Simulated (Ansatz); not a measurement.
# How the equilibrium lattice constant a of GaN (model structure, started from the PtS type, P4₂/mmc, No. 131, 4 atoms in the cell) moves with the method

No measured value is used here.

| level (code) | value (Å) |
|---|---|
| PBE (Ansatz) | 3.052 |
| PBEsol (Ansatz) | 3.010 |
| PBE-D3(BJ) (Ansatz) | 3.024 |

Ansatz's density-functional and Hartree–Fock values are scalar-relativistic unless marked +SOC, with PAW data made under PBE.

A model structure was made by putting elements into a prototype or built by hand; it is no filed structure, need not be a known phase, and can be a saddle point held by its symmetry.

Ansatz is a first-principles code.
